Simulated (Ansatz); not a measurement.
Effect of S → Pt on BeS

Consider BeS in the zinc blende structure (space group F-43m, No. 216; a = 4.869 Å).

Modification: every S is replaced by Pt, then cell and atoms are relaxed.

All numbers come from Ansatz (an electronic-structure program), r2SCAN, PAW, cutoff 500 eV, spin-orbit coupling left out. Settings: 16×16×16 k-points, 0.05 eV Fermi–Dirac smearing, for the changed cell.

```yaml
volume_per_atom: 15.64 Å³ (base 14.42 Å³)
density: 10.83 g/cm³ (base 2.36 g/cm³)
lattice_parameter_a: 5.002 Å (base 4.869 Å)
shortest_interatomic_distance: 2.166 Å (base 2.108 Å)
band_gap: zero (base 3.59 eV)
```

Final structure:

```
BePt
1.0
    0.00000     2.50079     2.50079
    2.50079     0.00000     2.50079
    2.50079     2.50079     0.00000
Pt Be
1 1
Direct
  0.25000   0.25000   0.25000
  0.00000   0.00000   0.00000
```

Spin-orbit coupling, missing from the scalar runs, can matter with Pt. Stability against distortions was not tested. As relaxed here, BePt is a hypothetical phase, not in the database extracts checked. The final runs are not spin-polarised.
